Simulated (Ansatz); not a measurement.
## Thickness series in ZnAg

The parent structure is ZnAg in the CsCl type structure (space group Pm-3m, No. 221; a = 3.1175 Å). Axes: x, y, z lie along the cube axes.

Free-standing slabs (2 atom(s) a layer) normal to [110] with 15 Å of vacuum; in-plane cell held at bulk.

Computed with Ansatz (a first-principles code) PBEsol, without spin-orbit coupling.

Notes on the quantities. layer's space group: with vacuum; excess energy per area of both faces: slab less bulk energy over the cell's area: twice a surface energy; uncertain by up to 0.2 J/m².

```json
[
 {"change": "base", "layer's space group": "–", "excess energy per area of both faces": "–", "thickness between the outermost nuclei": "–", "shortest interatomic distance": "2.700 Å"},
 {"change": "1 layer", "layer's space group": "Pmmm (No. 47)", "excess energy per area of both faces": "–", "thickness between the outermost nuclei": "–", "shortest interatomic distance": "2.700 Å"},
 {"change": "2 layers", "layer's space group": "Pmma (No. 51)", "excess energy per area of both faces": "1.97 J/m²", "thickness between the outermost nuclei": "2.37 Å", "shortest interatomic distance": "2.702 Å"},
 {"change": "3 layers", "layer's space group": "Pmmm (No. 47)", "excess energy per area of both faces": "2.1 J/m²", "thickness between the outermost nuclei": "4.58 Å", "shortest interatomic distance": "2.697 Å"},
 {"change": "4 layers", "layer's space group": "Pmma (No. 51)", "excess energy per area of both faces": "2.1 J/m²", "thickness between the outermost nuclei": "6.75 Å", "shortest interatomic distance": "2.646 Å"},
 {"change": "5 layers", "layer's space group": "Pmmm (No. 47)", "excess energy per area of both faces": "2.1 J/m²", "thickness between the outermost nuclei": "8.92 Å", "shortest interatomic distance": "___"},
 {"change": "6 layers", "layer's space group": "Pmma (No. 51)", "excess energy per area of both faces": "2.2 J/m²", "thickness between the outermost nuclei": "11.08 Å", "shortest interatomic distance": "2.667 Å"},
 {"change": "7 layers", "layer's space group": "Pmmm (No. 47)", "excess energy per area of both faces": "2.2 J/m²", "thickness between the outermost nuclei": "13.29 Å", "shortest interatomic distance": "2.675 Å"}
]
```

Question: What belongs in the blanks?

Answer: 
- 5 layers, shortest interatomic distance: 2.673 Å

Slab and bulk use different k-meshes, which limits the precision of the excess energy. Whether these cells are dynamically stable was not tested.
